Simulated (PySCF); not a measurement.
PySCF 2.14.0, unrestricted PBE/def2-tzvp, df: Co(Cl)2 ([Cl][Co][Cl]), charge 0, multiplicity 4, 3 atoms. The geometry is a generated start, not checked to be a minimum at this level.

```json
{
 "task": "energy",
 "method": "pbe",
 "basis": "def2-tzvp",
 "two_electron_scheme": "density fitting",
 "mol.max_memory": "3000 MB",
 "mf.max_cycle": "100",
 "mf.init_guess": "minao (default)",
 "mf.DIIS": "CDIIS (default)",
 "mf.conv_tol": "1e-09 (default)",
 "mf.grids.level": "3 (default)",
 "basis_functions": "119",
 "grid_points": "58664"
}
```

```xyz
3

Co     0.0015    -0.0010     0.0010
Cl     1.3908     0.3420    -1.3160
Cl    -1.3923    -0.3410     1.3150
```

Charge 0 and multiplicity 4 are set for this test and not shown to be the ground state.

One run each on 2 threads, 1 BLAS thread. Values of diis_space tried: 3, 5, 8 (default), 12, 20.

Q: How does the count of Fock builds change with diis_space, and where is it least?

A: Fewest Fock builds, within one of each other: 5 with 29, 8 (default) with 29, 12 with 29, 20 with 28. The run ends without SCF convergence in 100 cycles at 3.

```csv
diis_space,Fock builds,end
3,101,no convergence
5,29,same solution
8 (default),29,same solution
12,29,same solution
20,28,same solution
```
